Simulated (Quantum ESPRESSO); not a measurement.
Quantum ESPRESSO run on YMg₃ (P4/mmm, 4 atoms in the cell): self-consistent single point.

Level of theory: vdW-DF2, SSSP 1.1.2 precision (PBE) pseudopotentials (plane waves; Quantum ESPRESSO 7.5).

```xyz
4
Lattice="4.8867 0.0000 0.0000 0.0000 4.8867 0.0000 0.0000 0.0000 4.2199" Properties=species:S:1:pos:R:3 pbc="T T T"
Y      0.0000     0.0000     2.1099
Mg     0.0000     2.4433     0.0000
Mg     2.4433     0.0000     0.0000
Mg     2.4433     2.4433     2.1099
```

Reference input (self-consistent single point, DFT, LDA (PZ), plane waves, GBRV 1.5 ultrasoft (LDA) pseudopotentials): ecutwfc = 40 Ry; ecutrho = 320 Ry; occupations = smearing; smearing = methfessel-paxton; degauss = 0.0073499 Ry; potentials = {Y: y_lda_v1.4.uspp.F.UPF, Mg: mg_lda_v1.4.uspp.F.UPF}; K_POINTS = automatic 6 6 6 0 0 0; conv_thr = 1e-10 Ry. This run's input differs from it in these lines:

```diff
@@ -13,4 +13,4 @@
     ntyp = 2
-    ecutwfc = 40
-    ecutrho = 320
+    ecutwfc = 50
+    ecutrho = 400
     occupations = 'smearing'
@@ -18,2 +18,3 @@
     degauss = 0.0073499
+    input_dft = 'vdw-df2'
 /
@@ -23,4 +24,4 @@
 ATOMIC_SPECIES
-Y     88.9058  y_lda_v1.4.uspp.F.UPF
-Mg    24.3050  mg_lda_v1.4.uspp.F.UPF
+Y     88.9058  Y_pbe_v1.uspp.F.UPF
+Mg    24.3050  mg_pbe_v1.4.uspp.F.UPF
 ATOMIC_POSITIONS crystal
```

The program printed (abridged):

```
     Self-consistent Calculation

     iteration #  1     ecut=    50.00 Ry     beta= 0.70

---- Real-time Memory Report at c_bands before calling an iterative solver
           367 MiB given to the printing process from OS
           117 MiB allocation reported by mallinfo(arena+hblkhd)
------------------

     Threshold (ethr) on eigenvalues was too large:
     Diagonalizing with lowered threshold

---- Real-time Memory Report at c_bands before calling an iterative solver
           442 MiB given to the printing process from OS
           143 MiB allocation reported by mallinfo(arena+hblkhd)
------------------

   [... lines left out ...]
     -----------------------------------------------

     total energy              =    -465.57068112 Ry
     estimated scf accuracy    <          5.9E-10 Ry

     iteration # 11     ecut=    50.00 Ry     beta= 0.70

---- Real-time Memory Report at c_bands before calling an iterative solver
           458 MiB given to the printing process from OS
           154 MiB allocation reported by mallinfo(arena+hblkhd)
------------------

     negative rho (up, down):  4.381E-02 0.000E+00

     -----------------------------------------------
     Non-local corr. energy    =       0.79437260 Ry
     -----------------------------------------------
     End of self-consistent calculation

     the Fermi energy is     6.5353 ev

!    total energy              =    -465.57068112 Ry
     estimated scf accuracy    <          5.2E-11 Ry
     smearing contrib. (-TS)   =       0.00008490 Ry
     internal energy E=F+TS    =    -465.57076602 Ry

     convergence has been achieved in  11 iterations

     negative rho (up, down):  4.381E-02 0.000E+00

     -----------------------------------------------
     Non-local corr. energy    =       0.79437260 Ry
     -----------------------------------------------

     Forces acting on atoms (cartesian axes, Ry/au):

     atom    1 type  1   force =     0.00000000    0.00000000    0.00000000
   [... zero for the other atoms too ...]

     Total force =     0.000000     Total SCF correction =     0.000000

   [... lines left out ...]
     Non-local corr. energy    =       0.79437260 Ry
     -----------------------------------------------

          total   stress  (Ry/bohr**3)                   (kbar)     P=        8.49
   0.00003774   0.00000000   0.00000000            5.55        0.00        0.00
   0.00000000   0.00003774   0.00000000            0.00        5.55        0.00
   0.00000000   0.00000000   0.00009771            0.00        0.00       14.37

   JOB DONE.
```

The run converged in 11 iterations. Against the reference run the pressure goes from -2.33 to 0.85 GPa.

The starting cell comes from a database of computed structures (which also holds hypothetical and non-ambient phases and stackings), without a prior relaxation at this level.

Cost on one core of a shared machine: roughly 3 min.
